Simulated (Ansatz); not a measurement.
Amorphous Hf18O37Li2, 57 atoms at 8.78 g/cm³, one PBE-relaxed geometry, zone centre. Methods: PBE, scalar-relativistic without spin-orbit coupling (Ansatz, a quantum-chemistry and plane-wave program); r2SCAN, scalar-relativistic without spin-orbit coupling (Ansatz); HSE06, scalar-relativistic without spin-orbit coupling (Ansatz). Plane waves to 420 eV (r2SCAN 500 eV); exact exchange is cut at the cell's faces. At PBE the levels at the filled edge of the gap are localised (band-tail or defect states). All rungs ran without spin polarisation.

Preparation: random packing, a CHGNet melt and quench, and a DFT relaxation. O atoms were pushed apart under 1.9 Å during the dynamics, to hinder bonds among them. The hot cell started wider than the set density and was brought back towards it in steps. It is the lowest in DFT energy of 2 quenches. It is a model cell: composition and starting density were chosen by hand, and all elements were melted together. No dispersion term was used. Its density started from a set value of 8.78 and ended at 8.78 g/cm³. The simulated quench (nominally 380 K/ps over its main leg) is rapid and tends to freeze in more defects than a deposited or slowly cooled glass has. A cell of this size samples the disorder only roughly. The volume was held where the preparation left it and the shape relaxed, at a PBE pressure of -2.6 GPa (tension). Stress components on the final sampling reach 2.7 GPa.

The relaxation ran on the zone centre alone. At PBE the level gap is 3.78 eV on a 2×2×2 Γ-centred mesh, and the spacing at the zone centre alone 3.81 eV.

Q: What zone-centre spacing does r2SCAN give, roughly?

A: 4.25 eV (+0.44 eV against PBE).

Q: What zone-centre spacing does HSE06 give, roughly?

A: 5.35 eV (+1.54 eV against PBE).

The highest filled and the lowest empty state spread over these numbers of atoms (participation numbers): PBE: 10.3 and 19.8; r2SCAN: 8.3 and 18.0; HSE06: 7.8 and 19.3.
